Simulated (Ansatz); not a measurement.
## A computed series for SiS2: response to strain

Take SiS$_{2}$ (space group Ibam, No. 72; a = 6.3871 Å, b = 11.1260 Å, c = 5.5921 Å; made of chains) as the base. Axes: x, y, z lie along a, b, c of the conventional cell.

Strains are applied to the cell and any free atomic positions relax; under biaxial strain the out-of-plane vector relaxes too; under stress the whole cell relaxes.

Levels (all Ansatz, a first-principles code, PAW, earlier PAW set): PBE (420 eV, without spin-orbit coupling); r2SCAN (500 eV, no spin-orbit coupling); HSE06 (420 eV, no SOC); PBE+SOC (420 eV, spin-orbit coupling included).

Band gaps by level, all at the geometries relaxed with PBE:

```json
[
 {"case": "base", "PBE": "3.10 eV", "r2SCAN": "3.52 eV", "HSE06": "4.23 eV", "PBE+SOC": "3.10 eV"},
 {"case": "biaxial strain −0.55 %, plane normal [001], relaxed out of plane", "PBE": "3.09 eV", "r2SCAN": "3.51 eV", "HSE06": "4.23 eV", "PBE+SOC": "3.09 eV"},
 {"case": "isotropic strain −2.71 %", "PBE": "3.00 eV", "r2SCAN": "(withheld)", "HSE06": "(withheld)", "PBE+SOC": "3.00 eV"},
 {"case": "uniaxial stress, 2 GPa compression along z", "PBE": "3.06 eV", "r2SCAN": "3.48 eV", "HSE06": "4.19 eV", "PBE+SOC": "3.06 eV"}
]
```

### Question
Complete the table.

### Answer

- isotropic strain −2.71 %, r2SCAN: 3.40 eV
- isotropic strain −2.71 %, HSE06: 4.12 eV

A biaxial case was relaxed in a doubled cell and then solved in the primitive one. Single points use the geometry relaxed with PBE. HSE06 gaps are upper bounds (no full band path). The spin-orbit shifts are approximate. Beyond what the load breaks, stability against distortions was not tested. No dispersion term is included, though the crystal is made of layers, chains or molecules, so its spacings can come out too wide.
